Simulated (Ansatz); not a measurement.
# Os: transverse stress against strain

Os (hcp, P6_3/mmc, 13.896 Å³/atom at rest, c along z) under a strain ε along c (axis z), the other axes held. PBEsol in Ansatz, a plane-wave DFT program (PAW, default set), 420 eV, 24×24×14 Γ-centred mesh, Fermi-Dirac smearing 0.10 eV; ions are relaxed within the symmetry of each cell. Stress is positive for a compressed cell.

Here s stands for strain and y for stress xx.

```csv
strain (%),stress xx (GPa)
-3.00,?
-1.50,3.84
-1.00,2.50
-0.50,1.23
0.00,0.00
0.50,-1.16
1.00,-2.28
1.50,-3.34
```

Fit y of the 7 rows that show it with a straight line. Means: s 0, y 0.113. About the means, the sum of products is -16.745 and the sum of squares of s is 7.0000; the slope is their ratio. Least squares gives y = 0.113 - 2.3921·s. Residuals (row less fit): 0.139, -0.005, -0.079, -0.113, -0.077, -0.001, 0.135; standard error 0.112 (degrees of freedom: 5). The slope gives the elastic constant C13 = 239 ± 4 GPa.

Q: What does the fit predict for y at s = -3.00, and how far is the calculated value from it?

A: y = 0.113 - 2.3921 × (-3.0) = 7.289 GPa. The calculation gives 8.22 GPa, 0.931 GPa above the prediction (8.1 % of the range of y in the table). The row lies outside the fitted rows, so this is an extrapolation. From the scatter of the fitted rows alone, a prediction at this place has a standard error of 0.174 GPa, so the miss is 5.4 times that.

One order more, fitted to all 13 runs of the series, follows each within 0.02, so the miss is the next term of a smooth law. In a metal these values are sensitive to mesh and smearing; energies are taken to zero smearing, stresses follow the free energy. Rows are the converged runs of the series near zero and its far end; series whose fitted rows scatter by over a few per cent of the range, as at a crossing or softening among them, aren't shown in this form. Most that stay on the fit to the last digits aren't either.
